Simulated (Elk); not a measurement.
Worked example: self-consistent single point of GaPPt₅ (P4/mmm, 7 atoms in the cell) in Elk.

Method of the run: PBEsol, all-electron FP-LAPW, Elk's shipped species files, APW+lo basis with extra local orbitals (Elk).

The change in words: lattice scaled by 0.98. Reference geometry:
```
GaPPt5
1.0
    3.84868     0.00000     0.00000
    0.00000     3.84868     0.00000
    0.00000     0.00000     6.76343
Ga P Pt
1 1 5
Direct
  0.50000   0.50000   0.00000
  0.00000   0.00000   0.50000
  0.00000   0.50000   0.28992
  0.00000   0.50000   0.71008
  0.50000   0.00000   0.28992
  0.50000   0.00000   0.71008
  0.00000   0.00000   0.00000
```

Reference input (self-consistent single point, DFT, PBEsol, all-electron FP-LAPW, Elk's shipped species files, APW+lo basis with extra local orbitals): xctype = 22; rgkmax = 7.5; stype = 0; swidth = 0.00367493 Ha; ngridk = 7 7 4; tforce = true; gmaxvr = 18 1/bohr; lmaxapw = 10; lmaxo = 8; nxlo = 2; lorbcnd = true; lradstp = 2. This run's input differs from it in these lines:

```diff
@@ -49,5 +49,5 @@
 avec
-    7.2729511413    0.0000000000    0.0000000000
-    0.0000000000    7.2729511413    0.0000000000
-    0.0000000000    0.0000000000   12.7810322528
+    7.1274913626    0.0000000000    0.0000000000
+    0.0000000000    7.1274913626    0.0000000000
+    0.0000000000    0.0000000000   12.5254108897
```

Output, abridged:

```
│ Self-consistent loop started │
│ Loop number : 1 │
 total energy                :     -94473.2313918
│ Loop number : 2 │
 total energy                :     -94475.6696089
RMS change in Kohn-Sham potential (target) :   0.2074055388     (  0.1000000000E-05)
Absolute change in total energy (target)   :    2.438217059     (  0.1000000000E-03)
│ Loop number : 3 │
 total energy                :     -94477.5570471
RMS change in Kohn-Sham potential (target) :   0.2001116672     (  0.1000000000E-05)
Absolute change in total energy (target)   :    2.496992446     (  0.1000000000E-03)
│ Loop number : 4 │
   [... lines left out ...]
Absolute change in total energy (target)   :   0.8658566367E-03 (  0.1000000000E-03)
│ Loop number : 17 │
 total energy                :     -94492.2400212
RMS change in Kohn-Sham potential (target) :   0.6529272797E-07 (  0.1000000000E-05)
Absolute change in total energy (target)   :   0.2637009457E-03 (  0.1000000000E-03)
│ Loop number : 18 │
 total energy                :     -94492.2399996
RMS change in Kohn-Sham potential (target) :   0.2840279922E-07 (  0.1000000000E-05)
Absolute change in total energy (target)   :   0.8751061978E-04 (  0.1000000000E-03)
Convergence targets achieved

│ Loop number : 19 │

Energies :
 Fermi                       :     0.541855450768
 total energy                :     -94492.2399878

Density of states at Fermi energy :    26.25616659
 (states/Hartree/unit cell)

Estimated indirect band gap :   0.1175454849E-02
 from k-point     11 to k-point     10
Estimated direct band gap   :   0.4011098393E-02
 at k-point     11

Charges :
 core                        :    268.0000000
 valence                     :    168.0000000
 interstitial                :    12.94920985
 muffin-tins (core leakage)
  species :    1 (Ga)
   atom    1                 :    28.89084943     (  0.4983988826E-02)
  species :    2 (P)
   atom    1                 :    12.49709256     (  0.2179240735E-02)
  species :    3 (Pt)
   [... lines left out ...]
   total force               :     0.00000000    0.00000000   -0.00026189
   total magnitude           :     0.00026189
  atom :    5
   Hellmann-Feynman          :    -0.00000000    0.00000000    0.00000000
   IBS                       :     0.00000000    0.00000000    0.00000000
   total force               :     0.00000000    0.00000000    0.00000000
   total magnitude           :     0.00000000
```

The run converged in 19 iterations. The count includes the last loop, which Elk runs after its targets are met. Against the reference run the total energy rises by 98.6 meV/atom.

The starting cell comes from a database of computed structures (which also holds hypothetical and non-ambient phases and stackings), without a prior relaxation at this level. Its lattice was rescaled by a random factor within 2.5 % of one. For this run, on top of that: lattice scaled by 0.98. Spin-orbit coupling is off. Spin polarisation is off. Values depend on the basis (sphere radii, cutoffs, local orbitals), which need not be converged. The log's line on a gap gives a spacing of levels on this mesh, which the program prints for metals too.

Cost on one core of a shared machine: roughly 10 min.
